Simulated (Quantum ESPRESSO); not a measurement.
# Zone-centre phonon calculation of ScAu (Pm-3m, 2 atoms in the cell) at several settings

```yaml
crystal:
  lattice:
    - [3.39047, 0.00000, 0.00000]
    - [0.00000, 3.39047, 0.00000]
    - [0.00000, 0.00000, 3.39047]
  atoms:
    - { symbol: Sc, position: [0.50000, 0.50000, 0.50000] }
    - { symbol: Au, position: [0.00000, 0.00000, 0.00000] }
```

Base: PBEsol, PSlibrary ultrasoft (PBE) pseudopotentials (Quantum ESPRESSO). Its settings: ecutwfc = 55 Ry; ecutrho = 495 Ry; occupations = smearing; smearing = fermi-dirac; degauss = 0.0073499 Ry; input_dft = pbesol; potentials = {Sc: Sc.pbe-spn-rrkjus_psl.1.0.0.UPF, Au: Au.pbe-n-rrkjus_psl.1.0.0.UPF}; K_POINTS = automatic 10 10 10 0 0 0; conv_thr = 1e-09 Ry; mixing_beta = 0.3. Starting volume 19.49 Å³ per atom.

Each line gives the change from the base single point and the result:

- ecutwfc: 55 Ry → 38 Ry; ecutrho: 495 Ry → 342 Ry; input_dft: pbesol → default; pseudopotentials: {Sc: Sc.pbe-spn-rrkjus_psl.1.0.0.UPF, Au: Au.pbe-n-rrkjus_psl.1.0.0.UPF} → {Sc: Sc.pz-spn-rrkjus_psl.1.0.0.UPF, Au: Au.pz-n-rrkjus_psl.1.0.0.UPF}; ph.x.tr2_ph: default → 1e-14; ph.x.fildyn: default → dyn.G; dynmat.x.fildyn: default → dyn.G; dynmat.x.asr: default → simple [DFT, LDA (PZ), plane waves, PSlibrary ultrasoft (LDA) pseudopotentials]: pressure -9.23 GPa; zone-centre frequencies (cm⁻¹; negative means imaginary) 0, 0, 0, 126, 126, 126.
- input_dft: pbesol → default; pseudopotentials: {Sc: Sc.pbe-spn-rrkjus_psl.1.0.0.UPF, Au: Au.pbe-n-rrkjus_psl.1.0.0.UPF} → {Sc: Sc.pz-spn-rrkjus_psl.1.0.0.UPF, Au: Au.pz-n-rrkjus_psl.1.0.0.UPF}; ph.x.tr2_ph: default → 1e-14; ph.x.fildyn: default → dyn.G; dynmat.x.fildyn: default → dyn.G; dynmat.x.asr: default → simple [DFT, LDA (PZ), plane waves, PSlibrary ultrasoft (LDA) pseudopotentials]: pressure -7.27 GPa; zone-centre frequencies (cm⁻¹; negative means imaginary) 0, 0, 0, 125, 125, 125.
- input_dft: pbesol → default; pseudopotentials: {Sc: Sc.pbe-spn-rrkjus_psl.1.0.0.UPF, Au: Au.pbe-n-rrkjus_psl.1.0.0.UPF} → {Sc: Sc.pz-spn-rrkjus_psl.1.0.0.UPF, Au: Au.pz-n-rrkjus_psl.1.0.0.UPF}; K_POINTS: automatic 10 10 10 0 0 0 → automatic 7 7 7 0 0 0; ph.x.tr2_ph: default → 1e-14; ph.x.fildyn: default → dyn.G; dynmat.x.fildyn: default → dyn.G; dynmat.x.asr: default → simple [DFT, LDA (PZ), plane waves, PSlibrary ultrasoft (LDA) pseudopotentials]: pressure -7.40 GPa; zone-centre frequencies (cm⁻¹; negative means imaginary) 0, 0, 0, 126, 126, 126.

The starting cell comes from a database of computed structures (which also holds hypothetical and non-ambient phases and stackings), without a prior relaxation at this level. In the base run, with a pressure of about -4 GPa the cell is away from its equilibrium volume at this level.

Frequencies and response belong to this unrelaxed cell, and polar modes hold no LO-TO splitting.
